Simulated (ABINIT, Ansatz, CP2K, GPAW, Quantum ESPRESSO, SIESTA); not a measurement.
## TiPt3 (Pm-3m, 4 atoms in the cell) computed with different codes at matched settings

Self-consistent single point.

```
TiPt3
1.0
    3.92453     0.00000     0.00000
    0.00000     3.92453     0.00000
    0.00000     0.00000     3.92453
Ti Pt
1 3
Cartesian
  0.00000   0.00000   0.00000
  1.96226   1.96226   0.00000
  0.00000   1.96226   1.96226
  1.96226   0.00000   1.96226
```

All programs got the same cell, k-point mesh and kind of occupations (in Ansatz's words: kpoints.mp_grid.grid = 6 6 6; scf.occupations.method = gaussian; scf.occupations.width = 0.0073 Ry); potentials, basis and cutoffs are each program's usual ones.

| code | model | pressure (GPa) | k-points | cutoff |
|---|---|---|---|---|
| Ansatz | PBE, PAW files | 4.23 | 20 | 30.9 Ry |
| Quantum ESPRESSO | PBE, SSSP 1.1.2 efficiency (PBE) pseudopotentials | 3.83 | 20 | 50 Ry |
| SIESTA | GGA PBE, numerical atomic orbitals DZP, PseudoDojo PBE standard norm-conserving potentials (rewritten from UPF to PSML) | 1.35 | 132 | grid 350 Ry |
| GPAW | PBE, GPAW PAW datasets PBE (gpaw-data 1.0.1) | 4.36 | 20 | 800 eV |
| CP2K | PBE, GPW, DZVP-MOLOPT-SR-GTH basis, GTH-PBE potentials (GTH_POTENTIALS) | 4.23 | 112 | grid 600 Ry |
| ABINIT | PBE, norm-conserving pseudopotentials (PseudoDojo nc-sr-05 PBE standard) | 3.94 | 20 | 84 Ry |

The spread over the programs that give each value: pressure within 3.01 GPa.

The starting cell comes from a database of computed structures (which also holds hypothetical and non-ambient phases and stackings), without a prior relaxation at this level. On Ansatz's run: Spin-orbit coupling is off. Spin polarisation is off. In the base run, with a pressure of about 4 GPa the cell is away from its equilibrium volume at this level.

Q: Why do the programs differ, and what cannot be compared?

A: Differences of this kind can come from the potentials, where these differ, and from what each basis and cutoff leave unconverged. The valence holds different numbers of electrons (Ansatz (an electronic-structure program) 66, Quantum ESPRESSO 60, SIESTA 66, GPAW 60, CP2K 66, ABINIT 66). The zero of total energies and Fermi levels follows the potentials and each program's conventions, so they are not compared here. SIESTA and CP2K use small atom-centred bases, whose incompleteness enters pressures, forces and empty levels differently from a plane-wave cutoff. Ansatz's pressure is given at a fixed set of plane waves, as the other plane-wave codes print theirs; with its correction for the finite basis it is 4.30 GPa. Ansatz's smearing width was typed in Ry to four decimals, so it matches the others to a few per cent. The programs reduce the same mesh by symmetry to different extents, which changes the work and not the result. In the pressure, SIESTA (by 2.73) lies more than 1 GPa from the median of the plane-wave programs.

Left out of this page: Elk and FLEUR (not drawn, or without a comparable value).

Keys are those of Ansatz 0.2.
